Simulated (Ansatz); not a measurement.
## BeS under load (space group I-4m2): band-edge transport data

```
CELL_PARAMETERS angstrom
      0.00000     2.42427     2.47143
      2.42427     0.00000     2.47143
      2.42427     2.42427     0.00000
ATOMIC_POSITIONS crystal
  Be 0.00000 0.00000 0.00000
  S  0.75000 0.75000 0.75000
```

The numbers are results of r2SCAN with spin-orbit coupling, rigid bands (plane waves, PAW; Ansatz, an electronic-structure program), not measurements. Condition of this run: uniaxial stress zz = -2 GPa (compression positive) (the target of the relaxation). How the cell was made: cell and atoms relaxed with r2SCAN, then loaded as said.

The band gap is 3.49 eV and the electron conductivity mass (300 K, dilute) comes out as 0.43 (x), 0.43 (y), 0.30 (z) mₑ. The hole conductivity mass (300 K, dilute) is 0.71 (x), 0.71 (y), 0.77 (z) mₑ and the effective density of states N_c (300 K) comes out as 1.4e19 cm⁻³. The effective density of states N_v (300 K) is 2.4e19 cm⁻³ and the density-of-states mass, electrons comes out as 0.67 mₑ. The density-of-states mass, holes is 0.97 mₑ and the Seebeck coefficient, n-type 1e19 cm⁻³, 300 K is -245 μV/K. The best n-type power factor at 300 K for τ = 10 fs (best axis; densities from 1e16 to 1e21 cm⁻³ tried, whether or not they can be reached) is 7.1 μW/(cm·K²) at 3e19 cm⁻³ and the Seebeck coefficient, p-type 1e19 cm⁻³, 300 K is 344 μV/K.

Rigid bands; masses and Seebeck coefficients take one relaxation time τ for all states and one kind of carrier; polarons and phonon drag are left out.
